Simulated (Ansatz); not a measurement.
For BeTe (model structure, Fm-3m, No. 225, 2 atoms in the cell), PBE-D3(BJ) (Ansatz, a quantum-chemistry and plane-wave program, PAW) gives:

- equilibrium lattice constant a = 5.275 Å
- cohesive energy = 3.33 eV/atom

Question: What does r²SCAN+rVV10 in Ansatz (PAW) give for the same quantities?

Answer: 
- lattice constant a: 5.351 Å (increases by 1.4 %)
- cohesive energy: 3.09 eV/atom (drops by 0.24 eV/atom)

Changes are worked out from the printed values.

Unless a cell is named, each level is at its own relaxed cell (PBE-D3(BJ) 18.34, r²SCAN+rVV10 19.16 Å³/atom).

Levels without +SOC leave out spin–orbit coupling, which shifts energies and cells of such heavy elements.

Ansatz's density-functional and Hartree–Fock values are scalar-relativistic unless marked +SOC, with PAW data made under PBE.

A model structure was made by putting elements into a prototype or built by hand; it is no filed structure, need not be a known phase, and can be a saddle point held by its symmetry.
